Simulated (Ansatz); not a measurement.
## Sensitivity of a calculation on BiN (P1, 4 atoms in the cell) to its settings

```xyz
4
Lattice="3.6943 0.0000 0.0000 0.0000 5.4368 0.0000 -0.3536 0.0000 3.7255" Properties=species:S:1:pos:R:3 pbc="T T T"
Bi     2.5884     0.1652     1.0669
Bi     0.7430     2.9217     2.6722
N      2.3819     2.5320     1.1662
N      0.9680     5.1800     2.5456
```

Base run A: HSE06, default PAW files made with PBE run with Ansatz (a first-principles code), self-consistent single point.

Its settings: basis.ecutwfc = 420 eV; kpoints.mp_grid.grid = 4 3 4; hamiltonian.xc = hse06; hamiltonian.pseudopotentials = {kind: paw} (the program's default PAW files); scf.occupations.method = fixed.

The starting cell comes from a database of computed structures (which also holds hypothetical and non-ambient phases and stackings), without a prior relaxation at this level. Its atoms were displaced at random from the sites of space group no. 4. Spin-orbit coupling is off. In the base run, with a pressure of about -4 GPa the cell is away from its equilibrium volume at this level. Ansatz's pressure includes its estimate of the finite-basis (Pulay) stress. Another mesh or the band path of this cell gives a smaller gap, so this value is not converged in the mesh.

ΔF is the free energy per atom less that of run A. A dash stands where there is no value to compare (another energy zero or no entropy term, no result, no spin, no clean gap, or a mesh too coarse for one). Absolute energies have different zeros for different potentials, functionals, Hubbard and dispersion terms and are not compared across them.

Runs:
- B: hamiltonian.xc: hse06 → pbesol [PBEsol]
- C: hamiltonian.xc: hse06 → pbe0 [PBE0]
- D: kpoints.mp_grid.grid: 4 3 4 → 3 2 3
- E: kpoints.mp_grid.grid: 4 3 4 → 6 4 6
- F: kpoints.mp_grid.shift: default → 0.5 0.5 0.5
- G: scf.convergence.dr2_threshold: default (1e-07 eV) → 1e-10 eV
- H: scf.mixing.algorithm: default (the program chose MSR1) → anderson
- I: scf.mixing.algorithm: default (the program chose MSR1) → broyden; scf.mixing.beta: default → 0.3

```
run  ΔF (meV/atom)  pressure (GPa)  largest force (eV/Å)  gap on the mesh (eV)  k-points
---  -------------  --------------  --------------------  --------------------  --------
A             0.00           -4.26                 0.777                 1.202        26
B                –           -4.09                 0.603                 0.847        26
C                –           -4.30                 0.801                 1.813        26
D            -13.1           -4.51                 0.945                 2.330        10
E              5.1           -4.18                 0.809                 1.039        76
F             24.3           -3.94                 0.943                 1.402        24
G             0.00           -4.26                 0.777                 1.202        26
H             0.00           -4.26                 0.777                 1.202        26
I             0.00           -4.26                 0.777                 1.202        26
```

Run B against A: The pressure goes from -4.26 to -4.09 GPa, the largest force goes from 0.777 to 0.603 eV/Å and the gap on the mesh goes from 1.202 to 0.847 eV.

Run D against A: The free energy goes down by 13.1 meV/atom, the pressure goes from -4.26 to -4.51 GPa, the largest force goes from 0.777 to 0.945 eV/Å and the gap on the mesh goes from 1.202 to 2.330 eV.

Run C against A: The pressure hardly changes (-4.26 to -4.30 GPa), the largest force goes from 0.777 to 0.801 eV/Å and the gap on the mesh goes from 1.202 to 1.813 eV.

Keys are those of Ansatz 0.2.
